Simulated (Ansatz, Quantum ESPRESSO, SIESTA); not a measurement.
One structure in several programs: CdF₂ (Fm-3m, 3 atoms in the cell)

Relaxation of cell and atoms.

```xyz
3
Lattice="0.0000 2.6950 2.6950 2.6950 0.0000 2.6950 2.6950 2.6950 0.0000" Properties=species:S:1:pos:R:3 pbc="T T T"
Cd     0.0000     0.0000     0.0000
F      1.3475     1.3475     1.3475
F      4.0425     4.0425     4.0425
```

Shared settings, as Ansatz (a quantum-chemistry and plane-wave program) writes them: kpoints.mp_grid.grid = 7 7 7; scf.occupations.method = fermi_dirac; scf.occupations.width = 0.05 eV. Potentials and cutoffs stand in the table.

| code | model | final volume (Å³/atom) | gap on the mesh (eV) | cutoff |
|---|---|---|---|---|
| Ansatz | PBE, default PAW files | 13.72 | 2.973 | 420 eV |
| SIESTA | GGA PBE, numerical atomic orbitals TZP, PseudoDojo PBE standard norm-conserving potentials (rewritten from UPF to PSML) | 13.51 | 3.078 | grid 350 Ry |
| Quantum ESPRESSO | PBE, SSSP 1.1.2 efficiency (PBE) pseudopotentials | 13.65 | 2.944 | 45 Ry |

Gaps are read on the mesh.

The spread over the programs that give each value: final volume within 0.21 Å³/atom; gap on the mesh within 0.134 eV.

SIESTA uses small atom-centred bases, whose incompleteness enters pressures, forces and empty levels differently from a plane-wave cutoff. The programs treat the finite-basis stress differently while the cell relaxes: Ansatz adds an estimate of it.

The starting cell has typed, rounded lattice constants, without a prior relaxation at this level.

Left out of this page: GPAW (not drawn, or without a comparable value).

Keys are those of Ansatz 0.2.
